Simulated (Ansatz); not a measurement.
Cubic perovskite BaHfO3, treated with RPBE (Ansatz, a first-principles code, plane waves, PAW).

Settings: plane-wave cutoff 520 eV, 8×8×8 k mesh, Fermi–Dirac smearing 0.01 eV, scalar-relativistic PAW data made under PBE.

A third-order Birch–Murnaghan fit to the energies gives V0 = 15.258 Å³/atom, B0 = 144 GPa, B′ = 4.4.

```tsv
V (Å³/atom)	P (GPa)
14.344	10.18
14.649	…
14.954	3.03
15.259	-0.01
15.565	-2.73
15.870	…
16.175	-7.37
```

Question: Estimate the withheld pressures from this fit; the answers are the runs' own values.

Answer: 
- 14.649, P (GPa): 6.41
- 15.870, P (GPa): -5.18

The formula P = (3/2) B0 (x^(7/3) − x^(5/3)) [1 + (3/4)(B′ − 4)(x^(2/3) − 1)] with x = V0/V meets the computed pressures within 0.03 GPa when these rounded values are put in.

Measured, for comparison: equilibrium volume per atom 14.51 Å³/atom (room temperature, no zero-point or thermal correction; as tabulated in Zhao et al. (2008), arXiv:0809.3506). Computed (rounded) less measured: equilibrium volume per atom +5.2 %.

Spin–orbit coupling is not included.

The computed numbers hold no vibrational or temperature effects.

Cost on a shared machine: about 70 core-seconds (a rough figure).
